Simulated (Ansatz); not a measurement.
Consider SrO in the rock salt structure (space group Fm-3m, No. 225).

```yaml
crystal:
  lattice:
    - [0.00000, 2.56121, 2.56121]
    - [2.56121, 0.00000, 2.56121]
    - [2.56121, 2.56121, 0.00000]
  atoms:
    - { symbol: Sr, position: [0.00000, 0.00000, 0.00000] }
    - { symbol: O, position: [0.50000, 0.50000, 0.50000] }
```

Cartesian axes are those of the cell as printed.

Method: Ansatz (an electronic-structure program) PBEsol, no spin-orbit coupling.

Perturbation: tensor shear ε_xy = +0.86 % (engineering shear γ = 0.0172); the atoms relax in the strained cell.

Task: Predict the stress tensor and what it implies for the stiffness.

Result: Stress of the strained cell less that of the base (GPa, compression positive):
```
   0.00   -0.94    0.00
  -0.94    0.00    0.00
   0.00    0.00   -0.02
```

Then −Δσ/γ with γ = 2ε = 0.0172 gives relaxed-ion elastic constants: C66 ≈ 55 GPa.

Stability against distortions was not tested.
